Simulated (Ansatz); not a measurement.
# BN (Cm, No. 8, 8 atoms in the cell; start mp-1599; a measured phase of this formula has another space group)

These are PBE0 (plane waves, PAW; Ansatz, an electronic-structure program) values and carry that method's errors.

Settings: plane-wave cutoff 460 eV, 8×8×6 k mesh (along the axes of the cell as run), Fermi–Dirac smearing 0.01 eV, scalar-relativistic PAW data made under PBE.

Cell (relaxed with PBEsol):

```
BN
1.0
    6.51998    -1.25160    -0.02616
    6.51998     1.25160    -0.02616
   -0.05718     0.00000     4.37013
B N
4 4
Direct
  0.00010   0.00010   0.99917
  0.20000   0.20000   0.42810
  0.86585   0.86585   0.37973
  0.53155   0.53155   0.49865
  0.98080   0.98080   0.34298
  0.50624   0.50624   0.84285
  0.64678   0.64678   0.44493
  0.31227   0.31227   0.39219
```

* **band gap**: 3.43 eV
* **direct gap at Γ**: 7.36 eV

Note: cell and atoms aren't relaxed at this level (pressure -2.2 GPa).

A start named mp-… is a Materials Project structure, which need not be a measured phase.
